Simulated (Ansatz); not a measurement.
Here is the system:

```
Zr
1.0
    3.29502     0.00000     0.00000
    1.64751     2.85357     0.00000
    0.00000     0.00000     5.09898
Zr
2
Direct
  0.66667   0.66667   0.75000
  0.33333   0.33333   0.25000
```

No spin polarisation.

Level of theory: PBE in Ansatz (plane waves to 420 eV, PAW, spin-orbit coupling left out). Γ-centred 21×21×11 mesh, Fermi–Dirac width 0.1 eV.

**Question.** What band gap does the calculation give?

**Answer.** Zero.

**Question.** Predict the mean in-plane stress (compression positive).

**Answer.** -3.0 GPa.

The cells carry an imposed strain or load. No phonon test of stability was made. The final runs are not spin-polarised. The cell was made from Zr in the hcp (Mg type) structure (space group P6_3/mmc, No. 194) by this change: biaxial strain +2.00 %, plane normal [001], relaxed out of plane.

Ansatz is a first-principles code.
